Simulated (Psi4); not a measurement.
Psi4 1.11, HF/def2-svp, scf_type dfdirj+snlink: acene of 2 rings, 18 atoms. The geometry is a generated start, not checked to be a minimum at this level.

```python
memory 64 GB

molecule mol {
0 1
C     -2.46000000     0.71014000     0.00000000
C     -2.46000000    -0.71014000     0.00000000
C     -1.23000000     1.42028000     0.00000000
C     -1.23000000    -1.42028000     0.00000000
C      0.00000000     0.71014000     0.00000000
C      0.00000000    -0.71014000     0.00000000
C      1.23000000     1.42028000     0.00000000
C      1.23000000    -1.42028000     0.00000000
C      2.46000000     0.71014000     0.00000000
C      2.46000000    -0.71014000     0.00000000
H     -1.23000000    -2.50528000     0.00000000
H      1.23000000    -2.50528000     0.00000000
H      3.39964000     1.25264000     0.00000000
H      3.39964000    -1.25264000     0.00000000
H     -3.39964000     1.25264000     0.00000000
H     -3.39964000    -1.25264000     0.00000000
H     -1.23000000     2.50528000     0.00000000
H      1.23000000     2.50528000     0.00000000
}

set {
  basis def2-svp
  scf_type dfdirj+snlink
}

energy('scf')
print_variables()
```

```bash
OMP_NUM_THREADS=32 psi4 -n 32 -o stdout input.dat
```

The program reports basis functions: 180.

Machine: one whole node, Intel Xeon 6 (Granite Rapids), 96 cores on 1 socket, 2 hardware threads a core, 3 L3 cache groups, 3 NUMA nodes.

On 32 threads this takes 8.3 s. Times are wall-clock medians of two to five runs, from launch to exit, with nothing else on the machine. Processes are pinned to neighbouring cores unless said otherwise. The build: conda-forge: OpenMP (LLVM), MKL, Libint2; another build can shift the numbers. Scratch files lie in a memory file system.

Q: Make this run faster without changing its result beyond 1.0 meV/atom in energy. Keep to 32 cores.

A: This is not unique; one that fits is going from scf_type = dfdirj+snlink to scf_type = mem_df, one of the fastest among the values tried that keep the result.

```diff
-  scf_type dfdirj+snlink
+  scf_type mem_df
```

Time: 8.3 s to 1.9 s (4.4× as fast). The largest move is in J and K builds (JK): 6.6 s to 0.24 s. As resolved by the program: JK builder CompositeJK and snLinK against MemDFJK. These two results differ by: energy 0.59 meV/atom. Others tried: scf_type = df (default), incfock = not set (1.9 s); scf_type = disk_df, incfock = not set (2.0 s); scf_type = direct, incfock = true, df_scf_guess = true (default) (2.3 s); scf_type = direct, incfock = false (default), df_scf_guess = true (default) (2.3 s); scf_type = direct, incfock = false (default), df_scf_guess = false (3.1 s); scf_type = dfdirj+link, incfock = true (3.3 s); scf_type = dfdirj+link, incfock = false (default) (3.4 s); scf_type = cd, incfock = not set (6.1 s); scf_type = dfdirj+cosx, incfock = true (6.4 s); scf_type = dfdirj+cosx, incfock = false (default) (6.8 s); scf_type = pk, incfock = not set (10 s). Launch, exit and the like take 1.2 s of the 1.9 s.
